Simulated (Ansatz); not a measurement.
V_O in alpha quartz (start: the O site; 243-site cell, Γ-point sampling). Method: PBE, PAW (plane waves to 420 eV; Ansatz, a first-principles code). Total energies of the localised charge states, counted from that of charge +2, and their image corrections (point charge with alignment); the host's valence-band maximum lies at 1.990 eV on the cells' energy zero and its gap is 5.68 eV.

| charge | moment (μB) | E − E(first) (eV) | correction (eV) |
|---|---|---|---|
| +2 | not spin-polarised | 0.000 | 0.971 |
| +1 | 1.0 | 4.825 | 0.256 |
| 0 | not spin-polarised | 7.464 | 0.000 |

Task: Derive the transition levels above the valence-band maximum and say which of them are thermodynamic.

Result: A level is the Fermi energy at which two charges have equal formation energy: ε(q/q′) = [E(q′) + corr(q′) − E(q) − corr(q)] / (q − q′) − E_VBM.
ε(+2/+1) = [(4.825 + 0.256) − (0.000 + 0.971)] / 1 − 1.990 = 2.12 eV
ε(+1/0) = [(7.464 + 0.000) − (4.825 + 0.256)] / 1 − 1.990 = 0.39 eV
Charge +1 lies above the lower envelope where its neighbours cross, so the level that counts is ε(+2/0) = [(7.464 + 0.000) − (0.000 + 0.971)] / 2 − 1.990 = 1.26 eV.
Thermodynamic levels at least 0.1 eV inside the gap: (+2/0) at 1.26 eV. They hold to tenths of an eV in this cell. Charges with a result: +2, +1, 0. Others weren't obtained, and one of them could lie lower, also by skipping a charge. The geometries come from one start. Flagged in the runs: a host whose relaxation on this sampling wasn't shown to rest, a strain field that reaches the edge of the cell, zone-centre sampling.
